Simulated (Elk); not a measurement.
```xyz
4
Lattice="3.5876 0.0000 0.0000 0.0000 3.5876 0.0000 0.0000 0.0000 3.5876" Properties=species:S:1:pos:R:3 pbc="T T T"
Fe     0.0000     0.0000     0.0000
Ni     0.0000     1.7938     1.7938
Ni     1.7938     0.0000     1.7938
Ni     1.7938     1.7938     0.0000
```
Moments meant for the start (each program seeds them in its own way; μB, in the order of the atoms Fe Ni Ni Ni): 3.0 0.5 0.5 0.5.

Method: PBE, all-electron FP-LAPW, Elk's shipped species files, LAPW+lo basis in Elk.

The set-up and first iterations of an Elk log for Ni3Fe (Pm-3m, 4 atoms in the cell):

```
│ Elk code version 10.2.4 │

All units are atomic (Hartree, Bohr, etc.)

│ Ground-state run starting from atomic densities │

Lattice vectors :
   6.779638138       0.000000000       0.000000000
   0.000000000       6.779638138       0.000000000
   0.000000000       0.000000000       6.779638138

Unit cell volume      :    311.6158520
Brillouin zone volume :   0.7960128211

Muffin-tin inner radius fraction :   0.1000000000E-01

Nuclei treated as point charges

Species :    1 (Fe)
 parameters loaded from : Fe.in
 name : iron
 nuclear charge    :   -26.00000000
 electronic charge :    26.00000000
 atomic mass :    101799.2074
 muffin-tin radius :    2.256000000
 number of radial points in muffin-tin :    497
 atomic positions (lattice), magnetic fields (Cartesian) :
   1 :   0.00000000  0.00000000  0.00000000    0.00000000  0.00000000 -1.50000000

Species :    2 (Ni)
 parameters loaded from : Ni.in
 name : nickel
   [... lines left out ...]
 using average radius
Maximum |G+k| for APW functions       :    3.546099291
Maximum (1/2)|G+k|²                   :    6.287410090
Maximum |G| for potential and density :    14.00000000
 potential will be trimmed for |G| > 2 gkmax
Constant for pseudocharge density :    8
Radial integration step length :    4

G-vector grid sizes :     32    32    32
Number of G-vectors :    14411

Maximum angular momentum used for
 APW functions                      :    8
 outer part of muffin-tin           :    6
 inner part of muffin-tin           :    1

Total nuclear charge    :   -110.0000000
Total core charge       :    46.00000000
Total valence charge    :    64.00000000
Total excess charge     :    0.000000000
Total electronic charge :    110.0000000

Effective Wigner radius, rₛ :   0.8777673367

Number of empty states         :   32
Total number of valence states :  128
Total number of core states    :   46

Total number of local-orbitals :   69

Exchange-correlation functional :     20     0     0
 Perdew-Burke-Ernzerhof, Phys. Rev. Lett. 77, 3865 (1996)
 gradient requirement :    1
 generalised gradient approximation (GGA)

Smearing type :    3
 Fermi-Dirac
Smearing width :   0.1837470000E-02
Effective electronic temperature (K) :    580.2271348

Mixing type :    3
 Broyden mixing, J. Phys. A: Math. Gen. 17, L317 (1984)

Kohn-Sham potential initialised from atomic data
│ Self-consistent loop started │
│ Loop number : 1 │
 total energy                :     -5840.62860894
 total moment                :    6.094807375
│ Loop number : 2 │
 total energy                :     -5840.78758017
 total moment                :    6.096020618
RMS change in Kohn-Sham potential (target) :    2.386127983     (  0.1000000000E-05)
Absolute change in total energy (target)   :   0.1589712279     (  0.1000000000E-03)
│ Loop number : 3 │
 total energy                :     -5848.12496155
 total moment                :    5.435335396
RMS change in Kohn-Sham potential (target) :    2.230064233     (  0.1000000000E-05)
Absolute change in total energy (target)   :    7.377124190     (  0.1000000000E-03)
│ Loop number : 4 │
 total energy                :     -5826.84022565
 total moment                :    5.622396870
RMS change in Kohn-Sham potential (target) :    1.418937982     (  0.1000000000E-05)
Absolute change in total energy (target)   :    19.44045485     (  0.1000000000E-03)
│ Loop number : 5 │
 total energy                :     -5839.87364858
 total moment                :    4.970511639
RMS change in Kohn-Sham potential (target) :   0.5893224701     (  0.1000000000E-05)
Absolute change in total energy (target)   :    8.173309214     (  0.1000000000E-03)
│ Loop number : 6 │
 total energy                :     -5834.97975437
 total moment                :    4.889367076
RMS change in Kohn-Sham potential (target) :   0.2225045065     (  0.1000000000E-05)
   [... lines left out ...]
```

Question: Will this run converge, and how will it end?

Answer: The run converged in 35 iterations. Convergence of the loop says nothing yet on basis, mesh or lower states. It ends on: free energy E − TS -158793.0335 eV; Fermi level (on the code's own zero) 8.31 eV; size of the cell's spin moment 4.94 μB; site moments (μB, in the program's spheres or projections) Fe 2.97, Ni 0.70, Ni 0.70, Ni 0.70. The log goes on:

```
RMS change in Kohn-Sham potential (target) :   0.8361518978E-05 (  0.1000000000E-05)
Absolute change in total energy (target)   :   0.1947576111E-03 (  0.1000000000E-03)
   [... lines left out ...]
Absolute change in total energy (target)   :   0.4040355907E-04 (  0.1000000000E-03)
│ Loop number : 33 │
 total energy                :     -5835.53633228
 total moment                :    4.936312732
RMS change in Kohn-Sham potential (target) :   0.1210347143E-05 (  0.1000000000E-05)
Absolute change in total energy (target)   :   0.1343488384E-04 (  0.1000000000E-03)
│ Loop number : 34 │
 total energy                :     -5835.53635275
 total moment                :    4.936292491
RMS change in Kohn-Sham potential (target) :   0.4292598531E-06 (  0.1000000000E-05)
Absolute change in total energy (target)   :   0.1711001642E-04 (  0.1000000000E-03)
Convergence targets achieved

│ Loop number : 35 │

Energies :
 Fermi                       :     0.305272257552
 xc effective B-field        :    -0.212192159933
 external B-field            :      0.00000000000
 total energy                :     -5835.53634860
 (external B-field energy excluded from total)

Density of states at Fermi energy :    82.01403130
 (states/Hartree/unit cell)

Estimated indirect band gap :   0.6321422302E-03
 from k-point      6 to k-point      1
Estimated direct band gap   :   0.6444838911E-02
 at k-point     19

Charges :
 core                        :    46.00000000
 valence                     :    64.00000000
 interstitial                :    4.391358533
 muffin-tins (core leakage)
  species :    1 (Fe)
   atom    1                 :    24.63333421     (  0.2811972877E-11)
  species :    2 (Ni)
   atom    1                 :    26.99176909     (  0.5986929163E-03)
   [... lines left out ...]
 total charge                :    110.0000000
 error                       :   0.1366595369E-01

Moments :
 interstitial                :  -0.1163476190
 muffin-tins
  species :    1 (Fe)
   atom    1                 :    2.965173904
  species :    2 (Ni)
   atom    1                 :   0.6958199910
   atom    2                 :   0.6958199910
   atom    3                 :   0.6958199910
 total in muffin-tins        :    5.052633877
 total moment                :    4.936286258

│ Self-consistent loop stopped │
```

For comparison: a first run was changed to give this one (ngridk: 7 7 7 → 6 6 6), and from it to this one the free energy falls by 2.1 meV/atom and the size of the net moment moves little (1.25 to 1.23 μB/atom).

The starting cell has typed, rounded lattice constants, without a prior relaxation at this level. Its lattice was rescaled by a random factor within 2.5 % of one. The magnetic order is the one reached from the typed start; others were not searched systematically. Values depend on the basis (sphere radii, cutoffs, local orbitals), which need not be converged. The log's line on a gap gives a spacing of levels on this mesh, which the program prints for metals too.

The run was DFT, PBE, all-electron FP-LAPW, Elk's shipped species files, LAPW+lo basis. Main settings of its input:

| setting | value |
|---|---|
| xctype | 20 |
| spinpol | true |
| rgkmax | 8 |
| stype | 3 |
| swidth | 0.00183747 Ha |
| ngridk | 6 6 6 |
| reducebf | 0.8 |
| gmaxvr | 14 1/bohr |
| nxoapwlo | 1 |
| rmtscf | 0.94 |
| nempty | 8 per atom |
| bfcmt | [[0.0, 0.0, -1.5], [0.0, 0.0, -0.25], [0.0, 0.0, -0.25], [0.0, 0.0, -0.25]] |
